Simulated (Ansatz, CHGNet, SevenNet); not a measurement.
BP (model structure, started from the WC type, P-6m2, No. 187, 2 atoms in the cell): properties by level of theory

```tsv
level (code)	lattice constant a (Å)	c axis length (Å)
CHGNet 0.3.0	3.063	2.574
CHGNet-r²SCAN	3.132	___
SevenNet-l3i5	3.141	___
PBE (Ansatz)	3.006	2.662
PBEsol (Ansatz)	2.978	2.651
```

### Question
Complete the blanks.

### Answer

- CHGNet-r²SCAN, c axis length (Å): 2.560
- SevenNet-l3i5, c axis length (Å): 2.543

Ansatz's density-functional and Hartree–Fock values are scalar-relativistic unless marked +SOC, with PAW data made under PBE.

The computed numbers hold no vibrational or temperature effects.

A model structure was made by putting elements into a prototype or built by hand; it is no filed structure, need not be a known phase, and can be a saddle point held by its symmetry.

Ansatz is a quantum-chemistry and plane-wave program.
